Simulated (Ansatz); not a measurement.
Amorphous Ti20O42Zr, 63 atoms at 3.69 g/cm³, one PBE-relaxed geometry, zone centre. Methods: PBE, scalar-relativistic without spin-orbit coupling (Ansatz, an electronic-structure program); r2SCAN, scalar-relativistic without spin-orbit coupling (Ansatz); HSE06, scalar-relativistic without spin-orbit coupling (Ansatz). Plane waves to 420 eV (r2SCAN 500 eV); exact exchange is cut at the cell's faces. At PBE the levels at the filled edge of the gap are localised (band-tail or defect states). All rungs ran without spin polarisation.

It comes from a melt-quench run on a machine-learned potential (CHGNet), relaxed afterwards by DFT. O atoms were pushed apart under 1.9 Å during the dynamics, to hinder bonds among them. The hot cell started wider than the set density and was brought back towards it in steps. It is the lowest in DFT energy of 2 quenches. It is a model cell: composition and starting density were chosen by hand, and all elements were melted together. No dispersion term was used. Its density started from a set value of 3.69 and ended at 3.69 g/cm³. The quench (nominally 360 K/ps over its main leg) was far faster than any real one, so the model tends to hold more defects than a real film. Values belong to this one cell and scatter from quench to quench. The volume was held where the preparation left it and the shape relaxed, at a PBE pressure of 1.7 GPa. Stress components on the final sampling reach 1.8 GPa.

The relaxation ran on the zone centre alone. At PBE the level gap is 2.71 eV on a 2×2×2 Γ-centred mesh, and the spacing at the zone centre alone 2.74 eV.

**Question.** What zone-centre spacing does r2SCAN give, roughly?

**Answer.** 3.08 eV (+0.34 eV against PBE).

**Question.** What zone-centre spacing does HSE06 give, roughly?

**Answer.** 4.27 eV (+1.53 eV against PBE).

The highest filled and the lowest empty state spread over these numbers of atoms (participation numbers): PBE: 12.3 and 15.4; r2SCAN: 11.1 and 14.7; HSE06: 10.9 and 16.8.
